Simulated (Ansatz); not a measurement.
## Cs2AgBiBr6 under a change: biaxial strain −4.07 %, plane normal [001], relaxed out of plane

The reference is Cs2AgBiBr6 (space group Fm-3m, No. 225; a = 11.3439 Å). Axes: x, y, z lie along the cube axes.

Perturbation: compressive biaxial strain of 4.07 % in the plane normal to [001], as in epitaxy on a mismatched substrate; the out-of-plane cell vector and the atoms relax.

Level of theory: Kohn–Sham DFT with the r2SCAN functional, run in Ansatz (a program for electronic structure) with PAW and 500 eV plane waves, without spin-orbit coupling, earlier PAW set. Γ-centred 5×5×5 mesh, Fermi–Dirac width 0.05 eV.

The space group changes from Fm-3m (No. 225) to I4/mmm (No. 139) and the shortest interatomic distance shrinks by 0.1621 Å (2.815 Å → 2.652 Å). The energy grows by 22 meV/atom and the pressure (mean of the normal stresses, compression positive) goes from zero to 1.80 GPa. The band gap drops by 0.31 eV, from 1.67 eV to 1.36 eV and the gap character amounts to indirect, X → N. The smallest direct gap falls by 0.10 eV (2.70 eV → 2.60 eV) and the out-of-plane strain amounts to +3.45 %. The ratio −ε⊥/ε∥ comes out as 0.85 and the mean in-plane stress (compression positive) comes out as +2.7 GPa.

With Bi present, leaving out spin-orbit coupling can change the band edges. Stability against distortions was not tested. Labels are those of the standard path for the cell's own space group.
